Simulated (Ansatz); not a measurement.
The reference is PbSe in the rock salt structure (space group Fm-3m, No. 225; a = 6.1780 Å). Axes: x, y, z lie along the cube axes.

The change: the symmetric strain tensor [-0.0265 -0.0110 -0.0041; -0.0110 -0.0032 0.0055; -0.0041 0.0055 0.0099], atoms relaxed at fixed cell.

Levels (all Ansatz, a first-principles code, PAW): r2SCAN (500 eV, no spin-orbit coupling); HSE06+SOC (420 eV, spin-orbit coupling included).

The geometry is relaxed with r2SCAN.

```
Quantity          Result
---------------  -------
r2SCAN band gap  0.40 eV
```

With HSE06+SOC at the same geometry, the band gap becomes zero (r2SCAN: 0.40 eV).

Single points use the geometry relaxed with r2SCAN. HSE06 gaps are upper bounds (no full band path). The spin-orbit shifts are approximate. Spin-orbit coupling, missing from the scalar runs, can matter with Pb. No phonon test of stability was made.
